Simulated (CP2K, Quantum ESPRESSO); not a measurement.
A CP2K input for a self-consistent single point of BN (F-43m, 2 atoms in the cell) (DFT PBE, GPW, DZVP-MOLOPT-SR-GTH basis, GTH-PBE potentials (GTH_POTENTIALS)):

```
&GLOBAL
  PROJECT run
  RUN_TYPE ENERGY_FORCE
  PRINT_LEVEL LOW
&END GLOBAL
&FORCE_EVAL
  METHOD Quickstep
  STRESS_TENSOR ANALYTICAL
  &DFT
    BASIS_SET_FILE_NAME BASIS_MOLOPT
    POTENTIAL_FILE_NAME GTH_POTENTIALS
    &QS
      METHOD GPW
      EPS_DEFAULT 1E-11
    &END QS
    &MGRID
      CUTOFF 400
      REL_CUTOFF 40
      NGRIDS 4
    &END MGRID
    &SCF
      SCF_GUESS ATOMIC
      EPS_SCF 1E-6
      MAX_SCF 100
      ADDED_MOS 4
      &DIAGONALIZATION
        ALGORITHM STANDARD
      &END DIAGONALIZATION
      &MIXING
        METHOD BROYDEN_MIXING
        ALPHA 0.4
        NBUFFER 8
      &END MIXING
      &SMEAR ON
        METHOD FERMI_DIRAC
        ELECTRONIC_TEMPERATURE [K] 116.05
      &END SMEAR
    &END SCF
    &KPOINTS
      SCHEME MONKHORST-PACK 11 11 11
    &END KPOINTS
    &XC
      &XC_FUNCTIONAL PBE
      &END XC_FUNCTIONAL
    &END XC
    &PRINT
      &MO
        EIGENVALUES T
        OCCUPATION_NUMBERS T
        NDIGITS 8
        FILENAME mo
        &EACH
          QS_SCF 0
        &END EACH
        ADD_LAST NUMERIC
      &END MO
      &MULLIKEN OFF
      &END MULLIKEN
    &END PRINT
  &END DFT
  &SUBSYS
    &CELL
      A 2.55619100 0.00000000 0.00000000
      B 1.27809600 2.21372600 0.00000000
      C 1.27809600 0.73790900 2.08712100
      PERIODIC XYZ
    &END CELL
    &COORD
      B        0.00000000     0.00000000     0.00000000
      N        1.27809575     0.73790875     0.52178025
    &END COORD
    &KIND B
      BASIS_SET DZVP-MOLOPT-SR-GTH
      POTENTIAL GTH-PBE-q3
    &END KIND
    &KIND N
      BASIS_SET DZVP-MOLOPT-SR-GTH
      POTENTIAL GTH-PBE-q5
    &END KIND
  &END SUBSYS
  &PRINT
    &FORCES ON
    &END FORCES
    &STRESS_TENSOR ON
    &END STRESS_TENSOR
  &END PRINT
&END FORCE_EVAL
```

Question: Translate this input to Quantum ESPRESSO.

Answer: This is the input that was run; spellings and numerical settings could be chosen otherwise.

```fortran
&control
    calculation = 'scf'
    prefix = 'run'
    outdir = './work'
    pseudo_dir = './'
    tprnfor = .true.
    tstress = .true.
/
&system
    ibrav = 2
    celldm(1) = 6.83135994
    nat = 2
    ntyp = 2
    ecutwfc = 85
    occupations = 'smearing'
    smearing = 'fermi-dirac'
    degauss = 0.000734986
/
&electrons
    conv_thr = 1e-10
/
ATOMIC_SPECIES
B     10.8100  B.upf
N     14.0070  N.upf
ATOMIC_POSITIONS crystal
B     0.00000000    0.00000000    0.00000000
N     0.25000000    0.25000000    0.25000000
K_POINTS automatic
11 11 11  0 0 0
```

Basis, cutoffs, solver keys and any potentials are the target program's own. This input uses DFT, PBE, plane waves, PseudoDojo standard norm-conserving (PBE) pseudopotentials. Both were run: pressure 4.38 GPa in CP2K and 2.68 in Quantum ESPRESSO; gap on the mesh 4.638 eV in CP2K and 4.637 in Quantum ESPRESSO.

On CP2K: the starting cell has typed, rounded lattice constants, without a prior relaxation at this level. Values carry the incompleteness of an atom-centred basis. With a pressure of about 4 GPa the cell is away from its equilibrium volume at this level.

On Quantum ESPRESSO: the starting cell has typed, rounded lattice constants, without a prior relaxation at this level.
